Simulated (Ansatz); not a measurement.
## Effective masses and thermopower of GaP under load (space group R3m)

Data:

```xyz
2
Lattice="0.0184 2.7188 2.7188 2.7188 0.0184 2.7188 2.7188 2.7188 0.0184" Properties=species:S:1:pos:R:3 pbc="T T T"
Ga     0.0027     0.0027     0.0027
P      1.3613     1.3613     1.3613
```

Level of theory: r2SCAN with spin-orbit coupling, rigid bands (plane waves, PAW; Ansatz, an electronic-structure program). Condition of this run: biaxial stress in (111) of 1.4 GPa (compression positive) (the target of the relaxation). How the cell was made: cell and atoms relaxed with PBEsol, then loaded as said.

The band gap is 1.75 eV and the electron conductivity mass (300 K, dilute) is 0.34 mₑ. The hole conductivity mass (300 K, dilute) is 0.44 mₑ and the effective density of states N_c (300 K) is 4.0e19 cm⁻³. The effective density of states N_v (300 K) is 1.2e19 cm⁻³ and the density-of-states mass, electrons is 1.36 mₑ. The density-of-states mass, holes comes out as 0.62 mₑ and the Seebeck coefficient, n-type 1e19 cm⁻³, 300 K is -334 μV/K. The best n-type power factor at 300 K for τ = 10 fs (best axis; densities from 1e16 to 1e21 cm⁻³ tried, whether or not they can be reached) is 17.9 μW/(cm·K²) at 1e20 cm⁻³. The Seebeck coefficient, p-type 1e19 cm⁻³, 300 K comes out as 296 μV/K and the best p-type power factor at 300 K for τ = 10 fs (best axis; densities from 1e16 to 1e21 cm⁻³ tried, whether or not they can be reached) is 13.7 μW/(cm·K²) at 3e20 cm⁻³.

Rigid bands; masses and Seebeck coefficients take one relaxation time τ for all states and one kind of carrier; polarons and phonon drag are left out. Geometry: cell and atoms relaxed with PBEsol.
